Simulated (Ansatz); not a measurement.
System: BSi6As (model structure, I-42m, No. 121, 8 atoms in the cell). Method: HSE06 in Ansatz (PAW).

Run with plane-wave cutoff 460 eV, 6×6×6 k mesh, Fermi–Dirac smearing 0.01 eV, scalar-relativistic PAW data made under PBE.

Cell (relaxed with PBEsol):

```xyz
8
Lattice="-2.6254 2.6254 5.2428 2.6254 -2.6254 5.2428 2.6254 2.6254 -5.2428" Properties=species:S:1:pos:R:3 pbc="T T T"
B      0.0000     0.0000     0.0000
Si     1.1401     1.1401     1.2332
Si     0.0000     2.6254     2.6214
Si     1.4853    -1.4853     4.0096
Si     2.6254     0.0000     2.6214
Si    -1.4853     1.4853     4.0096
As     0.0000     0.0000     5.2428
Si     1.4853     1.4853     6.4760
```

What does this level give for the band gap and smallest direct gap on the k points sampled?


* **band gap**: 0.43 eV (on the SCF k mesh) (indirect)
* **smallest direct gap on the k points sampled**: 0.64 eV

Note: the relaxation could raise the start's symmetry but not lower it, so the cell can be a saddle point; cell and atoms aren't relaxed at this level (largest force component 0.06 eV/Å, pressure 0.3 GPa).

Spin–orbit coupling is not included.

Static lattice: no zero-point or thermal effects.

A model structure was made by putting elements into a prototype or built by hand; it is no filed structure, need not be a known phase, and can be a saddle point held by its symmetry.

Ansatz is a first-principles code.
